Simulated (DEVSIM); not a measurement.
Device: Ni/AlN/p-In0.53Ga0.47As capacitor, at 300 K.

```csv
layer (left to right),material,thickness (nm),Na (cm⁻³)
1,AlN,13.0,-
2,In0.53Ga0.47As,520,1.2e18
```

Metal gate on the left, work function 5.1 eV. Fixed charge at the semiconductor interface 3.2e10 cm⁻² (in units of +e); no interface traps.

The device is made up for the run: typed textbook-type constants, with dimensions and the other settings drawn at random. Values at 300 K.

| parameter | AlN | In0.53Ga0.47As |
|---|---|---|
| gap (eV) | 6.1 | 0.74 |
| affinity (eV) | 1.9 | 4.51 |
| permittivity | 8.5 | 13.9 |
| Nc (cm⁻³) | - | 2.1e17 |
| Nv (cm⁻³) | - | 7.7e18 |

Model (solved in DEVSIM): 1D Poisson equation in equilibrium, Boltzmann statistics, complete ionisation; no quantum confinement or tunnelling. Metal contacts follow the ideal Schottky-Mott rule: no Fermi-level pinning, no interface dipoles.

Q: Tabulate band edges, carrier densities and field at 0.7 V on the gate.

A: Energies count from the Fermi level of the right contact; mesh points crowd at the junctions.

```json
[
 {"x (μm)": "0.000", "Ec (eV)": "2.500", "Ev (eV)": "-3.600", "n (cm⁻³)": "< 1e2", "p (cm⁻³)": "< 1e2", "field (V/cm)": "430000"},
 {"x (μm)": "0.0009867", "Ec (eV)": "2.542", "Ev (eV)": "-3.558", "n (cm⁻³)": "< 1e2", "p (cm⁻³)": "< 1e2", "field (V/cm)": "430000"},
 {"x (μm)": "0.002772", "Ec (eV)": "2.618", "Ev (eV)": "-3.482", "n (cm⁻³)": "< 1e2", "p (cm⁻³)": "< 1e2", "field (V/cm)": "430000"},
 {"x (μm)": "0.005682", "Ec (eV)": "2.742", "Ev (eV)": "-3.358", "n (cm⁻³)": "< 1e2", "p (cm⁻³)": "< 1e2", "field (V/cm)": "430000"},
 {"x (μm)": "0.01012", "Ec (eV)": "2.931", "Ev (eV)": "-3.169", "n (cm⁻³)": "< 1e2", "p (cm⁻³)": "< 1e2", "field (V/cm)": "430000"},
 {"x (μm)": "0.01188", "Ec (eV)": "3.006", "Ev (eV)": "-3.094", "n (cm⁻³)": "< 1e2", "p (cm⁻³)": "< 1e2", "field (V/cm)": "430000"},
 {"x (μm)": "0.01296", "Ec (eV)": "3.052", "Ev (eV)": "-3.048", "n (cm⁻³)": "< 1e2", "p (cm⁻³)": "< 1e2", "field (V/cm)": "380000"},
 {"x (μm)": "0.01454", "Ec (eV)": "0.482", "Ev (eV)": "-0.258", "n (cm⁻³)": "1.7e9", "p (cm⁻³)": "3.5e14", "field (V/cm)": "240000"},
 {"x (μm)": "0.01698", "Ec (eV)": "0.536", "Ev (eV)": "-0.204", "n (cm⁻³)": "2.1e8", "p (cm⁻³)": "2.8e15", "field (V/cm)": "200000"},
 {"x (μm)": "0.02160", "Ec (eV)": "0.612", "Ev (eV)": "-0.128", "n (cm⁻³)": "1.1e7", "p (cm⁻³)": "5.5e16", "field (V/cm)": "130000"},
 {"x (μm)": "0.03102", "Ec (eV)": "0.680", "Ev (eV)": "-0.060", "n (cm⁻³)": "790000", "p (cm⁻³)": "7.5e17", "field (V/cm)": "28000"},
 {"x (μm)": "0.05797", "Ec (eV)": "0.692", "Ev (eV)": "-0.048", "n (cm⁻³)": "500000", "p (cm⁻³)": "1.2e18", "field (V/cm)": "44"},
 {"x (μm)": "0.09943", "Ec (eV)": "0.692", "Ev (eV)": "-0.048", "n (cm⁻³)": "500000", "p (cm⁻³)": "1.2e18", "field (V/cm)": "≈ 0"},
 {"x (μm)": "0.1782", "Ec (eV)": "0.692", "Ev (eV)": "-0.048", "n (cm⁻³)": "500000", "p (cm⁻³)": "1.2e18", "field (V/cm)": "≈ 0"},
 {"x (μm)": "0.3600", "Ec (eV)": "0.692", "Ev (eV)": "-0.048", "n (cm⁻³)": "500000", "p (cm⁻³)": "1.2e18", "field (V/cm)": "≈ 0"},
 {"x (μm)": "0.4455", "Ec (eV)": "0.692", "Ev (eV)": "-0.048", "n (cm⁻³)": "500000", "p (cm⁻³)": "1.2e18", "field (V/cm)": "≈ 0"},
 {"x (μm)": "0.4874", "Ec (eV)": "0.692", "Ev (eV)": "-0.048", "n (cm⁻³)": "500000", "p (cm⁻³)": "1.2e18", "field (V/cm)": "≈ 0"},
 {"x (μm)": "0.5104", "Ec (eV)": "0.692", "Ev (eV)": "-0.048", "n (cm⁻³)": "500000", "p (cm⁻³)": "1.2e18", "field (V/cm)": "≈ 0"},
 {"x (μm)": "0.5239", "Ec (eV)": "0.692", "Ev (eV)": "-0.048", "n (cm⁻³)": "500000", "p (cm⁻³)": "1.2e18", "field (V/cm)": "≈ 0"},
 {"x (μm)": "0.5290", "Ec (eV)": "0.692", "Ev (eV)": "-0.048", "n (cm⁻³)": "500000", "p (cm⁻³)": "1.2e18", "field (V/cm)": "≈ 0"},
 {"x (μm)": "0.5314", "Ec (eV)": "0.692", "Ev (eV)": "-0.048", "n (cm⁻³)": "500000", "p (cm⁻³)": "1.2e18", "field (V/cm)": "≈ 0"},
 {"x (μm)": "0.5330", "Ec (eV)": "0.692", "Ev (eV)": "-0.048", "n (cm⁻³)": "500000", "p (cm⁻³)": "1.2e18", "field (V/cm)": "≈ 0"}
]
```
